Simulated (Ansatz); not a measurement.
## What isotropic strain +4.60 % does to HgS

Consider HgS in the zinc blende structure (space group F-43m, No. 216; a = 5.876 Å).

Now apply this change: an isotropic linear strain of +4.60 %; the atoms relax in the strained cell.

Calculations: Ansatz (a program for electronic structure) PBEsol, without spin-orbit coupling. Settings: 10×10×10 k-points, 0.05 eV Fermi–Dirac smearing.

| quantity | base | changed | shift |
|---|---|---|---|
| volume per atom | 25.36 Å³ | 29.02 Å³ | +3.66 Å³ |
| space group | F-43m (No. 216) | F-43m (No. 216) | – |
| shortest interatomic distance | 2.544 Å | 2.661 Å | +0.117 Å |
| energy relative to the base (free energy F) | 0 meV/atom | +76 meV/atom | +76 meV/atom |
| pressure | 0.0 GPa | -5.8 GPa | -5.8 GPa |
| band gap | zero | zero | – |

Spin-orbit coupling, missing from the scalar runs, can matter with Hg. Whether these cells are dynamically stable was not tested. The final runs are not spin-polarised. A zero or small gap of HgS can be the functional's error rather than a property of the material.
